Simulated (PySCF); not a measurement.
PySCF 2.14.0, TPSSH/def2-svp, df: Hf(OH)2(OSiH3)2 ([OH][Hf]([OH])([O][SiH3])[O][SiH3]), 15 atoms. The geometry is a generated start, not checked to be a minimum at this level.

```
Item                                                Result
-------------------------  -------------------------------
task                                                energy
method                                               tpssh
basis                                             def2-svp
two-electron scheme                        density fitting
mol.max_memory                                     3000 MB
mf.max_cycle                                           100
mf.diis_space                                  8 (default)
mf.conv_tol                                1e-09 (default)
mf.grids.level                                 3 (default)
effective core potentials  those of the basis set, past Kr
basis functions                                        164
grid points                                         196944
```

```xyz
15

Hf    -0.2131     0.7530     0.0366
O     -0.2411     2.6276     0.1381
H     -1.0837     3.0155    -0.1308
O     -0.5298    -0.1864     1.6216
H     -0.1787    -1.0842     1.6162
O      1.4184    -0.0074    -0.5632
Si     2.6205     0.1188     0.4998
H      2.3233     1.2352     1.4505
H      3.8500     0.3836    -0.2458
H      2.7431    -1.1536     1.2440
O     -1.6638     0.3582    -1.1283
Si    -2.1562    -1.1708    -1.1263
H     -0.9694    -2.0788    -1.0521
H     -2.8748    -1.3737    -2.3819
H     -3.0446    -1.4370     0.0217
```

Charge 0 and multiplicity 1 are set for this test and not shown to be the ground state.

With the defaults (mf.DIIS = CDIIS, mf.diis = true, mf.damp = 0, mf.diis_start_cycle = 1, mf.level_shift = 0, mf.init_guess = minao) it converges in 13 Fock builds. One run each on 2 threads, 1 BLAS thread, with these changes:
- mf.diis = false, mf.damp = 0.7, mf.diis_start_cycle = 999
- mf.diis = false
- mf.level_shift = 0.3 Hartree
- mf.init_guess = mod_huckel
- mf.DIIS = EDIIS
- mf.init_guess = huckel
- mf.DIIS = ADIIS
- mf.init_guess = atom
- mf.damp = 0.7, mf.diis_start_cycle = 8

Task: Which of these changes keep the SCF from converging, or lead it to another solution?

Result: No convergence: mf.DIIS = EDIIS; mf.diis = false (the run ends without SCF convergence in 100 cycles). The rest reach the solution of the defaults.

```csv
setting,Fock builds,end
the defaults,13,same solution
mf.init_guess = atom,14,same solution
mf.init_guess = mod_huckel,15,same solution
mf.level_shift = 0.3 Hartree,16,same solution
"mf.damp = 0.7, mf.diis_start_cycle = 8",16,same solution
mf.init_guess = huckel,16,same solution
mf.DIIS = ADIIS,22,same solution
"mf.diis = false, mf.damp = 0.7, mf.diis_start_cycle = 999",28,same solution
mf.DIIS = EDIIS,101,no convergence
mf.diis = false,101,no convergence
```
